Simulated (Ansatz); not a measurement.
For NbSi2 (P6₂22, No. 180), PBE-D3(BJ) (Ansatz, a program for electronic structure, plane waves, PAW) gives:

- lattice constant a: 4.749 Å
- c axis length: 6.551 Å

What does r²SCAN in Ansatz (PAW) give for the same quantities?


- lattice constant a: 4.796 Å (goes up by 1.0 %)
- lattice parameter c: 6.580 Å (grows by 0.4 %)

Changes are worked out from the printed values.

Unless a cell is named, each level is at its own relaxed cell (PBE-D3(BJ) 14.22, r²SCAN 14.56 Å³/atom).

Ansatz's density-functional and Hartree–Fock values are scalar-relativistic unless marked +SOC, with PAW data made under PBE.
